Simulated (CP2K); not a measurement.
Band structure of TaOs₃ (Pm-3m, 4 atoms in the cell).

```
TaOs3
1.0
    3.91497     0.00000     0.00000
    0.00000     3.91497     0.00000
    0.00000     0.00000     3.91497
Ta Os
1 3
Direct
  0.00000   0.00000   0.00000
  0.00000   0.50000   0.50000
  0.50000   0.00000   0.50000
  0.50000   0.50000   0.00000
```

Level of theory: PBEsol, GPW, DZVP-MOLOPT-SR-GTH basis, GTH-PBE potentials (GTH_POTENTIALS) run with CP2K.

Settings: CUTOFF = 500 Ry; REL_CUTOFF = 40 Ry; SMEAR/METHOD = FERMI_DIRAC; ELECTRONIC_TEMPERATURE = 1160.45 K; KPOINTS/SCHEME = MONKHORST-PACK 7 7 7; XC_FUNCTIONAL = PBE:PBESOL; Ta/BASIS_SET = DZVP-MOLOPT-SR-GTH-q13; Ta/POTENTIAL = GTH-PBE-q13; Os/BASIS_SET = DZVP-MOLOPT-SR-GTH-q16; Os/POTENTIAL = GTH-PBE-q16; METHOD = GPW; EPS_DEFAULT = 1e-10; EXTRAPOLATION = USE_GUESS; NGRIDS = 5.

The starting cell comes from a database of computed structures (which also holds hypothetical and non-ambient phases and stackings), without a prior relaxation at this level. Spin-orbit coupling is off. Spin polarisation is off. Values carry the incompleteness of an atom-centred basis. The potentials were made for another functional than the one used.

Levels in eV from the Fermi level, bands 28 to 33:
| point | 28 | 29 | 30 | 31 | 32 | 33 |
|---|---|---|---|---|---|---|
| Γ | 0.89 | 2.63 | 2.83 | 2.83 | 2.83 | 3.28 |
| X | -1.27 | -0.47 | -0.29 | -0.29 | 1.40 | 1.40 |
| M | -2.10 | -0.97 | -0.95 | -0.95 | 0.19 | 0.20 |
| R | -1.41 | -0.10 | 0.53 | 0.53 | 0.53 | 2.66 |

Bands cross the Fermi level along this path, so the cell is metallic at this level.

Higher empty bands are left out: an atom-centred basis made for the valence describes them poorly.
